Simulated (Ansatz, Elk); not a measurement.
An Elk input for a self-consistent single point of YInCu4 (F-43m, 6 atoms in the cell) (DFT, PBEsol, all-electron FP-LAPW, Elk's shipped species files, LAPW+lo basis):

```
tasks
  0

xctype
  22

rgkmax
  8.0

gmaxvr
  16.0

nxoapwlo
  1

rmtscf
  0.92

stype
  0

swidth
  0.00999582

maxscl
  100

avec
    0.0000000000    6.5301942880    6.5301942880
    6.5301942880    0.0000000000    6.5301942880
    6.5301942880    6.5301942880    0.0000000000

sppath
  'species/'

atoms
  3
  'Y.in'
  1
  0.0000000000  0.0000000000  0.0000000000    0.0 0.0 0.0
  'In.in'
  1
  0.7500000000  0.7500000000  0.7500000000    0.0 0.0 0.0
  'Cu.in'
  4
  0.3753300000  0.3753300000  0.3753300000    0.0 0.0 0.0
  0.8740100000  0.3753300000  0.3753300000    0.0 0.0 0.0
  0.3753300000  0.3753300000  0.8740100000    0.0 0.0 0.0
  0.3753300000  0.8740100000  0.3753300000    0.0 0.0 0.0

ngridk
  9 9 9
```

Translate this input to Ansatz (a quantum-chemistry and plane-wave program).

This is the input that was run; spellings and numerical settings could be chosen otherwise.

Ansatz 0.2 input:
```yaml
crystal:
  lattice:
    - [0.00000000, 3.45563000, 3.45563000]
    - [3.45563000, 0.00000000, 3.45563000]
    - [3.45563000, 3.45563000, 0.00000000]
  atoms:
    - { symbol: Y, position_ang: [0.00000000, 0.00000000, 0.00000000] }
    - { symbol: In, position_ang: [5.18344500, 5.18344500, 5.18344500] }
    - { symbol: Cu, position_ang: [2.59400322, 2.59400322, 2.59400322] }
    - { symbol: Cu, position_ang: [2.59400322, 4.31725678, 4.31725678] }
    - { symbol: Cu, position_ang: [4.31725678, 4.31725678, 2.59400322] }
    - { symbol: Cu, position_ang: [4.31725678, 2.59400322, 4.31725678] }
basis:
  ecutwfc: 30.9 Ry
kpoints:
  mp_grid: { grid: [9, 9, 9] }
hamiltonian:
  xc: pbesol
  pseudopotentials: { kind: paw }
scf:
  occupations: { method: gaussian, width: 0.02 Ry }
output:
  forces: true
  eigenvalues: true
  stress: true
```

Basis settings and potentials, where a program has them, do not carry over. This input uses DFT, PBEsol, plane waves, default PAW files made with PBE. The width in Ry is rounded to four decimals.

The starting cell comes from a database of computed structures (which also holds hypothetical and non-ambient phases and stackings), without a prior relaxation at this level. Its lattice was rescaled by a random factor within 2.5 % of one. For this run, on top of that: lattice scaled by 0.98.
